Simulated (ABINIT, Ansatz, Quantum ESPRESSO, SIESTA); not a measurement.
**Code comparison for ZrC (Fm-3m, 2 atoms in the cell)**

Self-consistent single point.

```
ZrC
1.0
    0.00000     2.30888     2.30888
    2.30888     0.00000     2.30888
    2.30888     2.30888     0.00000
Zr C
1 1
Direct
  0.00000   0.00000   0.00000
  0.50000   0.50000   0.50000
```

All programs got the same cell, k-point mesh and kind of occupations (in Ansatz's words: kpoints.mp_grid.grid = 10 10 10; scf.occupations.method = gaussian; scf.occupations.width = 0.2 eV); potentials, basis and cutoffs are each program's usual ones.

```
code                                                                                                                                model  pressure (GPa)  k-points       cutoff
----------------  -----------------------------------------------------------------------------------------------------------------------  --------------  --------  -----------
ABINIT                                                           PBE, norm-conserving pseudopotentials (PseudoDojo nc-sr-05 PBE standard)           14.77        47      1116 eV
SIESTA            GGA PBE, numerical atomic orbitals DZP, PseudoDojo PBE standard norm-conserving potentials (rewritten from UPF to PSML)           14.52       560  grid 350 Ry
Quantum ESPRESSO                                                                          PBE, PSlibrary ultrasoft (PBE) pseudopotentials           14.65        47        55 Ry
Ansatz                                                                                                             PBE, default PAW files           14.44        47      default
```

The spread over the programs that give each value: pressure within 0.33 GPa.

The starting cell has typed, rounded lattice constants, without a prior relaxation at this level. Its lattice was rescaled by a random factor within 2.5 % of one. On Ansatz's run: In the base run, with a pressure of about 15 GPa the cell is away from its equilibrium volume at this level.

Question: Why do the programs differ, and what cannot be compared?

Answer: Differences of this kind can come from the potentials, where these differ, and from what each basis and cutoff leave unconverged. The zero of total energies and Fermi levels follows the potentials and each program's conventions, so they are not compared here. SIESTA uses small atom-centred bases, whose incompleteness enters pressures, forces and empty levels differently from a plane-wave cutoff. Ansatz's pressure is given at a fixed set of plane waves, as the other plane-wave codes print theirs; with its correction for the finite basis it is 14.65 GPa (the shift of 0.21 GPa shows how far the cutoff is from converged). The programs reduce the same mesh by symmetry to different extents, which changes the work and not the result.

Left out of this page: GPAW, Elk and FLEUR (not drawn, or without a comparable value).

Ansatz is an electronic-structure program.

Keys are those of Ansatz 0.2.
